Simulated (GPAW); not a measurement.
Band structure of CdSe (F-43m, 2 atoms in the cell).

```
CdSe
1.0
    0.00000     3.02500     3.02500
    3.02500     0.00000     3.02500
    3.02500     3.02500     0.00000
Cd Se
1 1
Cartesian
  0.00000   0.00000   0.00000
  1.51250   1.51250   1.51250
```

Method of the run: PBE, GPAW PAW datasets PBE (gpaw-data 1.0.1) (plane waves; GPAW).

Settings: mode = pw; ecut = 600 eV; xc = PBE; kpts = 9 9 9; mesh shift (steps) = 0 0 0; occupations.name = fermi-dirac; occupations.width = 0.05 eV; nbands = -6; convergence.density = 1e-05 e/electron; convergence.energy = 1e-05 eV/electron; convergence.bands = -4; symmetry.symmorphic = false; symmetry.tolerance = 0.0005; maxiter = 120.

The starting cell has typed, rounded lattice constants, without a prior relaxation at this level.

Predict the gap along the standard path and the places of the band edges.

The gap along the path is 0.64 eV, direct at Γ to within 0.01 eV.

Levels in eV from the top of the valence band on the SCF mesh, bands 6 to 13:
```
point      6      7      8      9    10    11    12     13
-----  -----  -----  -----  -----  ----  ----  ----  -----
Γ      -7.55   0.00   0.00   0.00  0.64  5.91  5.91   5.91
X      -7.17  -4.16  -1.92  -1.92  3.11  3.78  9.16  10.29
W      -7.04  -4.07  -2.30  -2.30  5.10  5.21  6.49   7.60
K      -7.08  -4.10  -2.60  -1.57  3.71  5.19  8.29   8.62
L      -7.24  -4.49  -0.78  -0.78  2.41  6.44  6.44   7.44
U      -7.08  -4.10  -2.60  -1.57  3.71  5.19  8.29   8.62
```
